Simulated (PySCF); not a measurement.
PySCF 2.14.0, unrestricted PBE/def2-svpd, df: Sc(F)3 anion ([F][Sc]([F])[F]), charge -1, multiplicity 2, 4 atoms. The geometry is a generated start, not checked to be a minimum at this level.

```yaml
task: energy
method: pbe
basis: def2-svpd
two_electron_scheme: density fitting
mol.max_memory: 3000 MB
mf.max_cycle: 100
mf.conv_tol: 1e-09 (default)
mf.grids.level: 3 (default)
basis_functions: 103
grid_points: 63432
```

```xyz
4

Sc    -0.0018    -0.0032     0.0006
F     -1.4879    -0.9250     0.0640
F     -0.0075     1.6150    -0.6776
F      1.4971    -0.6868     0.6130
```

Charge -1 and multiplicity 2 are set for this test and not shown to be the ground state.

With the defaults (mf.DIIS = CDIIS, mf.diis = true, newton = off, mf.init_guess = minao, mf.level_shift = 0, mf.diis_space = 8) it converges in 15 Fock builds. One run each on 2 threads, 1 BLAS thread, with these changes:
- mf.DIIS = ADIIS
- mf.init_guess = sap
- mf.level_shift = 0.1 Hartree
- mf.level_shift = 1 Hartree
- mf.diis = false
- mf.DIIS = EDIIS
- mf.init_guess = 1e
- mf.diis_space = 20
- newton = Hessian by the SCF's own integrals

### Question
Which runs fail or end elsewhere than the default run?

### Answer
No convergence: mf.DIIS = EDIIS; mf.diis = false (the run ends without SCF convergence in 100 cycles). Another solution: newton = Hessian by the SCF's own integrals (3100 meV higher). The rest reach the solution of the defaults.

| setting | Fock builds | end |
|---|---|---|
| mf.init_guess = sap | 13 | same solution |
| the defaults | 15 | same solution |
| mf.diis_space = 20 | 15 | same solution |
| mf.init_guess = 1e | 19 | same solution |
| mf.level_shift = 0.1 Hartree | 21 | same solution |
| mf.DIIS = ADIIS | 23 | same solution |
| mf.level_shift = 1 Hartree | 100 | same solution |
| newton = Hessian by the SCF's own integrals | 106 | other solution, 3100 meV higher |
| mf.DIIS = EDIIS | 101 | no convergence |
| mf.diis = false | 101 | no convergence |

Under newton the count holds the products with the orbital Hessian.
